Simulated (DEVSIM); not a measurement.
Device: abrupt Si p-n junction, at 300 K.

| layer (left to right) | material | thickness (μm) | Nd (cm⁻³) | Na (cm⁻³) | τn (s) | τp (s) |
|---|---|---|---|---|---|---|
| 1 | Si | 0.280 | - | 1.2e15 | 1.6e-6 | 1.6e-6 |
| 2 | Si | 170 | 3.3e15 | - | 1.6e-6 | 1.6e-6 |

Left contact: ohmic. Right contact: ohmic. Voltage is applied to the left contact. Recombination: SRH at mid-gap. Mobility is constant in doping.

Constants are typed, rounded textbook-type inputs, not results; the design itself was drawn at random and stands for no fabricated device. Values at 300 K.

```tsv
parameter	Si
gap (eV)	1.124
affinity (eV)	4.05
permittivity	11.7
Nc (cm⁻³)	2.86e19
Nv (cm⁻³)	3.1e19
μn (cm²/Vs)	1417
μp (cm²/Vs)	470
```

Simulated with DEVSIM: 1D drift-diffusion, Boltzmann statistics, complete ionisation; no tunnelling, impact ionisation, image-force lowering or self-heating.

Task: Tabulate band edges, carrier densities and field at -2.0 V on the left contact.

Result: Energies count from the Fermi level of the right contact; mesh points crowd at the junctions.

```
x (μm)   Ec (eV)  Ev (eV)  n (cm⁻³)  p (cm⁻³)  field (V/cm)
-------  -------  -------  --------  --------  ------------
0.000      2.861    1.737     97000    1.2e15        -35000
0.03204    2.749    1.625     95000    1.6e13        -35000
0.09923    2.508    1.384     92000     1.4e9        -37000
0.2000     2.131    1.007     89000     11000        -38000
0.2694     1.860    0.736     86000      8500        -40000
0.2952     1.758    0.634     89000      8000        -39000
0.3521     1.543    0.419     96000      7500        -36000
0.5700     0.876   -0.248    200000      4800        -25000
1.027      0.258   -0.866    1.3e15     < 1e2         -2900
2.226      0.234   -0.890    3.3e15       920           ≈ 0
5.091      0.234   -0.890    3.3e15      3100           ≈ 0
16.05      0.234   -0.890    3.3e15     10000           ≈ 0
39.01      0.234   -0.890    3.3e15     20000           ≈ 0
91.94      0.234   -0.890    3.3e15     31000           ≈ 0
147.3      0.234   -0.890    3.3e15     34000           ≈ 0
160.9      0.234   -0.890    3.3e15     35000           ≈ 0
166.5      0.234   -0.890    3.3e15     35000           ≈ 0
168.8      0.234   -0.890    3.3e15     35000           ≈ 0
169.8      0.234   -0.890    3.3e15     35000           ≈ 0
170.1      0.234   -0.890    3.3e15     35000           ≈ 0
170.2      0.234   -0.890    3.3e15     35000           ≈ 0
170.3      0.234   -0.890    3.3e15     35000           ≈ 0
```
